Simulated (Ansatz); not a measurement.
**Effect of x(Cd) = 0.25, 8 atoms, Cmmm on hypothetical rock salt WGe**

Consider WGe in the rock salt structure (space group Fm-3m, No. 225; a = 5.122 Å; a hypothetical phase, not in the database extracts checked).

The other end (x = 1) is CdW in the rock salt structure (space group Fm-3m, No. 225; a hypothetical phase, not in the database extracts checked): 19.89 Å³/atom, gap zero; this end may not be an ambient phase.

Now apply this change: a fraction x = 0.25 of the Ge sites is given to Cd, ordered in a cell of 8 atoms (starting symmetry Cmmm) and fully relaxed.

All numbers come from Kohn–Sham DFT with the r2SCAN functional, run in Ansatz (a program for electronic structure) with PAW and 500 eV plane waves, no spin-orbit coupling, earlier PAW set. Γ-centred 10×10×10 mesh, Fermi–Dirac width 0.05 eV, for the changed cell.

Volume per atom: 17.41 Å³ (base 16.80 Å³)
Density: 12.70 g/cm³ (base 12.68 g/cm³)
Shortest interatomic distance: 2.356 Å (base 2.561 Å)
Band gap: zero (base zero)
Mixing energy: -0.28 eV/atom (to 0.01 eV only: unlike meshes or grids) (against an end that may be hypothetical)

Cost of the whole job for the changed cell (relaxation, final SCF and bands): very roughly 30 core-minutes.

These are small ordered cells, not random alloys; other orderings at the same x differ. Whether these cells are dynamically stable was not tested. All final runs are without spin polarisation. CdW4Ge3 and WGe have a high density of states at the Fermi level and may be magnetic at this level. Under x(Cd) = 0.25, 8 atoms, Cmmm the cell changed shape so far that it is another structure.
